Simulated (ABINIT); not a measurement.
Band structure of RuAl (Pm-3m, 2 atoms in the cell).

```yaml
crystal:
  lattice:
    - [2.99150, 0.00000, 0.00000]
    - [0.00000, 2.99150, 0.00000]
    - [0.00000, 0.00000, 2.99150]
  atoms:
    - { symbol: Al, position: [0.50000, 0.50000, 0.50000] }
    - { symbol: Ru, position: [0.00000, 0.00000, 0.00000] }
```

Level of theory: PBE, PAW (JTH v2.0 PBE PAW) (plane waves; ABINIT 10.0.3).

Settings: pseudos = [Al.GGA_PBE-JTH.xml, Ru.GGA_PBE-JTH.xml]; ecut = 21 Ha; pawecutdg = 42 Ha; ixc = 11; occopt = 7; tsmear = 0.00999582 Ha; ngkpt = 9 9 9; nshiftk = 1; shiftk = 0 0 0; potentials = JTH v2.0 PBE PAW; kptopt = 1; nstep = 60; toldfe1 = 1e-09 Ha.

The starting cell has typed, rounded lattice constants, without a prior relaxation at this level. Its lattice was rescaled by a random factor within 2.5 % of one. Spin polarisation is off.

These are the values that this program gave, and no reference: the one-centre exchange-correlation terms come from a truncated expansion.

Levels in eV from the Fermi level, bands 6 to 13:
```csv
point,6,7,8,9,10,11,12,13
Γ,-3.55,-3.55,0.21,0.21,0.21,6.13,6.13,6.13
X,-5.43,-2.75,-1.57,-1.57,0.46,2.30,7.48,11.10
M,-3.04,-1.30,-1.30,-1.14,-1.14,1.54,5.33,6.24
R,-4.61,-4.61,1.64,1.64,2.60,4.23,4.23,4.23
```

Bands cross the Fermi level along this path, so the cell is metallic at this level.
